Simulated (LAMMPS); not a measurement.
An MD run on a melt made from Ni (fcc), 4000 atoms, at 2160 K and 0 GPa, brought to that temperature within a few picoseconds.

Level of theory: classical MD, pair style eam, the elements' _smf7.eam files (smf7); code LAMMPS.

| frequency (THz) | spectral density (1/THz) |
|---|---|
| 0.09150 | 0.0794 |
| 0.4585 | 0.0793 |
| 0.8250 | 0.0840 |
| 1.192 | 0.0896 |
| 1.558 | 0.0945 |
| 1.925 | 0.0989 |
| 2.292 | 0.1047 |
| 2.659 | 0.1087 |
| 3.025 | 0.1120 |
| 3.391 | 0.1138 |
| 3.758 | 0.1155 |
| 4.125 | 0.1176 |
| 4.492 | 0.1163 |
| 4.859 | 0.1143 |
| 5.225 | 0.1129 |
| 5.591 | 0.1086 |
| 5.958 | 0.1054 |
| 6.325 | 0.1011 |
| 6.691 | 0.0959 |
| 7.059 | 0.0924 |
| 7.425 | 0.0891 |
| 7.792 | 0.0832 |
| 8.159 | 0.0749 |
| 8.525 | 0.0678 |
| 8.892 | 0.0602 |
| 9.258 | 0.0526 |
| 9.625 | 0.0441 |
| 9.992 | 0.0368 |
| 10.36 | 0.0312 |
| 10.72 | 0.0256 |
| 11.09 | 0.0210 |
| 11.46 | 0.0176 |
| 11.82 | 0.0145 |
| 12.19 | 0.0122 |
| 12.56 | 0.0103 |
| 12.93 | 0.0089 |
| 13.29 | 0.0074 |
| 13.66 | 0.0062 |
| 14.03 | 0.0053 |
| 14.39 | 0.0046 |
| 14.76 | 0.0040 |
| 15.12 | 0.0034 |
| 15.49 | 0.0029 |
| 15.86 | 0.0025 |
| 16.23 | 0.0022 |
| 16.59 | 0.0019 |
| 16.96 | 0.0016 |
| 17.33 | 0.0014 |
| 17.69 | 0.0012 |
| 18.06 | 0.0010 |

Read from the full data:
- state found: liquid
- mean frequency of the velocity spectrum: 5.2 THz
